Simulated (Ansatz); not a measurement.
Consider WC (space group P-6m2, No. 187; a = 2.9122 Å, c = 2.8362 Å). Axes: x lies along a and z along c of the hexagonal cell.

All numbers come from r2SCAN (Ansatz, an electronic-structure program), no spin-orbit coupling.

Base values:

```
Property                        Result
-----------------------------  -------
Pressure                       0.0 GPa
Shortest interatomic distance  2.200 Å
Band gap                          zero
```

Perturbation: biaxial strain −2.09 %, plane normal [001], relaxed out of plane (Cartesian); in-plane vectors clamped, the third vector and the atoms free.

Q: Estimate the effect on the pressure.

A: The pressure (mean of the normal stresses, compression positive) goes from zero to 14.0 GPa.

Q: How does this affect the shortest interatomic distance?

A: The shortest interatomic distance shrinks by 0.020 Å (2.200 Å → 2.180 Å).

Q: What happens to the band gap?

A: The band gap is still zero.

Stability against distortions was not tested. The final runs are not spin-polarised.
